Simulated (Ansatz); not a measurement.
Consider MgO in the rock salt structure (space group Fm-3m, No. 225; a = 4.214 Å).

Level of theory: PBEsol, PAW, 420 eV (Ansatz, an electronic-structure program; without spin-orbit coupling).

For the base:

* **Lattice parameter a**: 7.964 bohr
* **Width of the top valence band**: 1.79 eV
* **Electron mass**: 0.34 mₑ (at Γ)

Modification: every Mg is replaced by Sr, then cell and atoms are relaxed.

Tabulated Pauling electronegativity and covalent radius: Mg 1.31, 1.41 Å; Sr 0.95, 1.95 Å.

Q: How does this affect the lattice parameter a, width of the top valence band and electron mass?

A: The lattice parameter a rises by 1.7166 bohr (7.964 bohr → 9.680 bohr); the width of the top valence band decreases by 0.64 eV (1.79 eV → 1.15 eV); the electron mass changes from 0.34 mₑ (at Γ) to 1.2 mₑ along k, 0.39 mₑ across (at X).

The levels and masses belong to the bands next to the band gap. Masses are band curvatures over ±0.01 Å⁻¹ around the edge. Along k means along the line from Γ to the band edge. No phonon test of stability was made.
